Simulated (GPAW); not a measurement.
# What a tighter setting buys: kpts, Cl2 (Cmce, 4 atoms in the cell)

```xyz
4
Lattice="3.2988 -2.0793 0.0000 3.2988 2.0793 0.0000 0.0000 0.0000 8.4915" Properties=species:S:1:pos:R:3 pbc="T T T"
Cl     3.2988    -1.6030     5.1352
Cl     3.2988     1.6030     3.3563
Cl     3.2988    -0.4762     0.8895
Cl     3.2988     0.4762     7.6020
```

Method: PBE, GPAW PAW datasets PBE (gpaw-data 1.0.1) (plane waves; GPAW).

Base settings: mode = pw; ecut = 550 eV; xc = PBE; kpts = 5 5 2; mesh shift (steps) = 0 0 0; occupations.name = fermi-dirac; occupations.width = 0 eV; nbands = -8; convergence.density = 1e-05 e/electron; convergence.bands = -6.

Misses are taken against the tightest run, 23 23 10, which need not be fully converged itself. The energy is the free energy per atom.

The count of work is k-points × plane waves × bands × iterations; it is no time, and leaves out set-up, grids and terms that scale otherwise. Core times come from one kind of shared machine and are given to one figure; runs under 30 s give none.

The starting cell comes from a database of computed structures (which also holds hypothetical and non-ambient phases and stackings), without a prior relaxation at this level. Its lattice was rescaled by a random factor within 2.5 % of one.

The runs (kpts): 1 1 1 | 2 2 1 | 3 3 2 | 4 4 2 | 5 5 2 | 6 6 3 | 8 8 3 | 9 9 4 | 10 10 5 | 12 12 5 | 15 15 6 | 18 18 8 | 23 23 10.

Question: Which is the coarsest setting among those run that, with all tighter ones, holds the energy within 20 meV/atom of the reference, and what does it save?

Answer: 2 2 1, off by 2.7 meV/atom; it needs 0.0044 of the reference's count of work.

Question: Which is the coarsest setting among those run that, with all tighter ones, holds the energy within 0.5 meV/atom of the reference, and what does it save?

Answer: 3 3 2, off by 0.16 meV/atom; it needs 0.0093 of the reference's count of work.

Question: What does the step from 2 2 1 to 4 4 2 buy?

Answer: It takes the miss in the energy from 2.7 to 0.09 meV/atom, for 3.7 times the count of work.

| kpts | energy less reference (meV/atom) | pressure less reference (GPa) | largest difference in the force on any atom (eV/Å) | count of work / reference | core time / reference (rough) |
|---|---|---|---|---|---|
| 1 1 1 | 1329.15 | 13.36 | 2.156 | 0.00060 | – |
| 2 2 1 | -2.66 | -0.02 | 0.098 | 0.0044 | – |
| 3 3 2 | -0.16 | -0.01 | 0.010 | 0.0093 | – |
| 4 4 2 | 0.09 | 0.00 | 0.002 | 0.016 | – |
| 5 5 2 | 0.13 | 0.00 | 0.001 | 0.021 | – |
| 6 6 3 | 0.00 | 0.00 | 0.000 | 0.030 | – |
| 8 8 3 | 0.00 | 0.00 | 0.001 | 0.044 | 0.05 |
| 9 9 4 | 0.00 | 0.00 | 0.000 | 0.087 | 0.08 |
| 10 10 5 | 0.00 | 0.00 | 0.002 | 0.097 | 0.10 |
| 12 12 5 | 0.00 | 0.00 | 0.000 | 0.15 | 0.1 |
| 15 15 6 | 0.00 | 0.00 | 0.000 | 0.30 | 0.3 |
| 18 18 8 | 0.00 | 0.00 | 0.000 | 0.53 | 0.5 |
| 23 23 10 | 0.00 | 0.00 | 0.000 | 1.0 | 1 |
